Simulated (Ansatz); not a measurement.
CaC2 (C2/c, No. 15, 6 atoms in the cell; start mp-1575), treated with PBE0 (plane waves, PAW; Ansatz, an electronic-structure program).

Run with plane-wave cutoff 500 eV, 6×6×4 k mesh (along the axes of the cell as run), gaussian smearing 0.02 eV, scalar-relativistic PAW data made under PBE.

Cell (relaxed with r²SCAN):

```
CaC2
1.0
    3.29708    -2.08311     0.02156
    3.29708     2.08311     0.02156
   -2.15139     0.00000     7.00764
Ca C
2 4
Direct
  0.17722   0.82278   0.75000
  0.82278   0.17722   0.25000
  0.42308   0.14249   0.55928
  0.57692   0.85751   0.44072
  0.85751   0.57692   0.94072
  0.14249   0.42308   0.05928
```

**Question.** Predict the band gap.

**Answer.** 
band gap: 4.05 eV (on the SCF k mesh)

Note: cell and atoms aren't relaxed at this level (largest force component 0.23 eV/Å, pressure -0.2 GPa).

Static lattice: no zero-point or thermal effects.

A start named mp-… is a Materials Project structure, which need not be a measured phase.
